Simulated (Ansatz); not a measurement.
1T (CdI2-type) GeI2 (model structure)

These are PBE0-D3(BJ) (Ansatz, a first-principles code, PAW) values and carry that method's errors.

Cell: relaxed with PBE-D3(BJ): a = b = 4.2148 Å, c = 6.8437 Å, α = β = 90.00°, γ = 120.00°.

```yaml
interlayer_binding_energy: 16.2 meV/Å²
```

Note: the relaxation could raise the start's symmetry but not lower it, so the cell can be a saddle point.

Spin–orbit coupling is not included.

The computed numbers hold no vibrational or temperature effects.

A model structure was made by putting elements into a prototype or built by hand; it is no filed structure, need not be a known phase, and can be a saddle point held by its symmetry.
